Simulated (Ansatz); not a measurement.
Take CdS in the zinc blende structure (space group F-43m, No. 216; a = 5.824 Å) as the base.

Computed with Kohn–Sham DFT with the PBEsol functional, run in Ansatz (a first-principles code) with PAW and 420 eV plane waves, no spin-orbit coupling.

For the base:

- Band gap: 1.01 eV
- Hole mass: 0.12, 0.75, 0.75 mₑ (at Γ)

One thing is altered: an isotropic linear strain of +3.00 %, atoms relaxed at fixed cell.

Task: Predict the new band gap.

Result: The band gap shrinks by 0.18 eV to 0.83 eV.

Task: What does the calculation give for the hole mass after the change?

Result: The hole mass (degenerate bands, along [100]) goes from 0.12, 0.75, 0.75 mₑ (at Γ) to 0.10, 0.85, 0.85 mₑ (at Γ).

Effective masses come from finite differences of ±0.01 Å⁻¹. No phonon test of stability was made.
